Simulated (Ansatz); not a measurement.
How the bulk modulus of SiO2 (P4₁2₁2, No. 92) moves with the method

No measured value is used here.

```
level (code)     value (GPa)  cell (Å³/atom)
---------------  -----------  --------------
LDA (Ansatz)            11.1           14.00
PBE (Ansatz)            15.6           15.31
PBEsol (Ansatz)         13.0           14.80
r²SCAN (Ansatz)          [?]           14.32
```

Problem. Fill in the missing entries.

Solution. 
- r²SCAN (Ansatz, an electronic-structure program), value (GPa): 14.5

Each level is taken at its own relaxed cell. Cutoffs differ between the levels. Ansatz's density-functional and Hartree–Fock values are scalar-relativistic unless marked +SOC, with PAW data made under PBE.
